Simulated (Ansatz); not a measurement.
Consider Pd in the fcc (Cu type) structure (space group Fm-3m, No. 225; relaxed with 0.1 eV smearing).

```yaml
crystal:
  lattice:
    - [0.00000, 1.97275, 1.97275]
    - [1.97275, 0.00000, 1.97275]
    - [1.97275, 1.97275, 0.00000]
  atoms:
    - { symbol: Pd, position: [0.00000, 0.00000, 0.00000] }
```

Level of theory: PBE, PAW, 420 eV (Ansatz, a first-principles code; no SOC).

Strains are applied to the cell and any free atomic positions relax.

One change was made to it. Results:

```csv
quantity,base,after
pressure,0.0 GPa,-4.6 GPa
energy relative to the base (free energy F),0 meV/atom,+6.9 meV/atom
band gap,zero,zero
```

Problem. What was done to the base?
A) isotropic strain −1.00 %
B) isotropic strain +1.00 %
C) isotropic strain +1.50 %

Solution. B, isotropic strain +1.00 %. For comparison, the pressure in the other runs: isotropic strain −1.00 % gives 5.4 GPa; isotropic strain +1.50 % gives -6.6 GPa.

Stability against distortions was not tested. The final runs are not spin-polarised. Pd lies near a magnetic instability that expansion can trigger; it was not tested.
